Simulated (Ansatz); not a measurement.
Ansatz (a quantum-chemistry and plane-wave program) run on Sn (Fd-3m, 2 atoms in the cell): zone-centre phonon calculation.

Method of the run: PBE (plane waves, PAW; Ansatz).

```yaml
crystal:
  lattice:
    - [0.00000, 3.25423, 3.25423]
    - [3.25423, 0.00000, 3.25423]
    - [3.25423, 3.25423, 0.00000]
  atoms:
    - { symbol: Sn, position: [0.00000, 0.00000, 0.00000] }
    - { symbol: Sn, position: [0.25000, 0.25000, 0.25000] }
```

Reference input (self-consistent single point, DFT, PBE, plane waves, default PAW files): basis.ecutwfc = 420 eV; kpoints.mp_grid.grid = 7 7 7; hamiltonian.xc = pbe; hamiltonian.pseudopotentials = {kind: paw} (the program's default PAW files); scf.occupations.method = fermi_dirac; scf.occupations.width = 0.02 eV. This run's input differs from it in these lines:

Ansatz 0.2 input:
```diff
@@ -9,3 +9,3 @@
 basis:
-  ecutwfc: 420.0 eV
+  ecutwfc: 210.0 eV
 kpoints:
@@ -21,6 +21,4 @@
     width: 0.02 eV
-output:
-  forces: true
-  eigenvalues: true
-  stress: true
+phonons:
+  method: dfpt
```

The program printed (abridged):

```
SCF iter   1: F=—  HF=-12041.881169 eV  |F-HF|=—  |Δ(HF+E_count)|=         —  Δρ=3.44e-2  dr2=3.68e-1  ethr=1.77e-3  ⟨swp⟩=6.1  Hψ=3570  notcnv=0
all-band conjugate gradients solve this SCF's bands
preconditioner: auto → none
SCF iter   2: F=—  HF=-12041.576630 eV  |F-HF|=—  |Δ(HF+E_count)|=   3.05e-1  Δρ=9.31e-3  dr2=1.99e-2  ethr=1.32e-3  ⟨swp⟩=2.0  Hψ=1760  notcnv=0
SCF iter   3: F=—  HF=-12041.570000 eV  |F-HF|=—  |Δ(HF+E_count)|=   6.63e-3  Δρ=2.76e-3  dr2=2.06e-3  ethr=7.11e-5  ⟨swp⟩=3.0  Hψ=1440  notcnv=0
SCF iter   4: F=—  HF=-12041.570484 eV  |F-HF|=—  |Δ(HF+E_count)|=   4.84e-4  Δρ=2.42e-4  dr2=3.89e-5  ethr=7.37e-6  ⟨swp⟩=2.0  Hψ=1040  notcnv=0
SCF iter   5: F=—  HF=-12041.570496 eV  |F-HF|=—  |Δ(HF+E_count)|=   1.18e-5  Δρ=1.50e-5  dr2=8.75e-8  ethr=1.39e-7  ⟨swp⟩=2.3  Hψ=955  notcnv=0
SCF iter   6: F=—  HF=-12041.570494 eV  |F-HF|=—  |Δ(HF+E_count)|=   1.96e-6  Δρ=1.90e-6  dr2=2.18e-9  ethr=3.13e-10  ⟨swp⟩=2.2  Hψ=1280  notcnv=0
SCF iter   7: F=-12041.570494 eV  HF=-12041.570494 eV  |F-HF|=1.82e-12  |Δ(HF+E_count)|=   1.13e-9  Δρ=1.28e-7  dr2=7.02e-12  ethr=1.00e-12  ⟨swp⟩=4.7  Hψ=3492  notcnv=0
SCF 1 converged in 7 iterations: F = -12041.570494 eV  dr2 = 7.02e-12
DFPT response loops at Γ: preconditioner auto → Kerker (q_TF=auto, 2.348 Å⁻¹) (partly filled bands, converged f_vac=0.093) …
Free energy (F): -12041.570494 eV
Internal energy: -12041.569927 eV  (E = F + TS)
E sigma→0 (E₀):  -12041.570210 eV
Entropy (-TS):   -0.000567 eV (-0.283 meV/atom)
Fermi energy:    7.659259 eV
--- Phonons (Γ-DFPT): 1 representative perturbation + reference, on 40 of 343 k-points (Σ response iterations 3) ---
  k mesh reduced under 8 symmetry operations, with k and −k counted as one. Each operation leaves every solved displacement unchanged or reverses it
  ASR residual: 1.928e-4 → 0.000e0 eV/Å²; symmetrization residual: 9.379e-13 eV/Å²
  ASR residual per site (eV/Å²): 1.93e-4 1.93e-4
  Γ frequencies (cm⁻¹): 0.00 0.00 0.00 186.59 186.59 186.59
  non-analytic LO–TO correction: not included (Born effective charges unavailable; polar crystals: no LO–TO splitting at Γ)
```

The run converged in 7 iterations. 

Summary of the result:
Free energy E − TS (on the zero of these files): -12041.5705 eV
Fermi level (on the code's own zero): 7.66 eV
Zone-centre frequencies (cm⁻¹; negative means imaginary): 0, 0, 0, 187, 187, 187

The starting cell has typed, rounded lattice constants, without a prior relaxation at this level. Its lattice was rescaled by up to half a per cent. The cutoff lies below the one recommended for these files.
